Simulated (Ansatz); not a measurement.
Functionals compared on OH on the 1x1 (110) surface of 3C silicon carbide (cut with top plane C + Si), one in a 2x2 cell, started at the site 'over C at depth 1.5 Å', in Ansatz (plane waves, PAW). The structure was relaxed with PBE; the other rows are single points on it, each with its references at the same level. Cutoff 420 eV (500 eV for r2SCAN).

Host crystal: 3C silicon carbide, with a band gap (PBE, scalar-relativistic without spin-orbit coupling).

Set-up: 50 atoms, 7.7 Å thick at the start under the adsorbate (thin: gaps and levels are the slab's own); mesh 3x3x1; 0.01 eV smearing; dipole correction on; 24 atoms held, the rest relaxed; no symmetry held; spin-polarised, ending with about 1.0 μB a cell; orders that need a larger cell were not tried, no spin-orbit, no U, no dispersion correction. At the end it is bonded to Si. In PBE it is, or lies within 0.03 eV of, the lowest of the starts that converged. These notes are the PBE run's. r2SCAN: The program's check for a lower electronic state was not made. Adsorption energies are against H2O(g) − ½ H2(g). A negative adsorption energy means that the adsorbate is more stable on the surface than in its reference.

```csv
functional,adsorption energy (eV),magnetic moment of the cell (μB),rough cost of the single point
PBE,-1.07,1.00,–
RPBE,?,1.00,very roughly 8 core-minutes
r2SCAN,-1.42,1.00,about 15 core-minutes (a rough figure)
```

Fill in the missing entries.


- RPBE, adsorption energy (eV): -0.94

Ansatz is a program for electronic structure.
